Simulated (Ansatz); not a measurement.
**TiO2, response to strain**

Consider TiO2 in the anatase structure (space group I4_1/amd, No. 141; a = 3.778 Å, c = 9.589 Å). Axes: x, y, z lie along a, b, c of the conventional cell.

Strains are applied to the cell and any free atomic positions relax; under biaxial strain the out-of-plane vector relaxes too; under stress the whole cell relaxes.

Level of theory: r2SCAN (Ansatz, a first-principles code; PAW; 500 eV plane waves; without spin-orbit coupling), earlier PAW set.

For the base:

| Item | Value |
|---|---|
| Band gap | 2.53 eV |

Problem. The aim is a band gap between 2.92 eV and 3.14 eV. Which of these changes reaches it?
(A) biaxial strain −4.23 %, plane normal [001], relaxed out of plane
(B) uniaxial strain ε_xx = +3.72 %
(C) uniaxial stress, 2 GPa compression along x

Solution. A, biaxial strain −4.23 %, plane normal [001], relaxed out of plane. It gives 2.98 eV; uniaxial strain ε_xx = +3.72 % gives 2.45 eV; uniaxial stress, 2 GPa compression along x gives 2.57 eV. Changes not listed may reach it too

Semilocal Kohn–Sham gaps tend to fall short of experiment. Stability under load was not tested beyond the relaxation. All final runs are without spin polarisation.
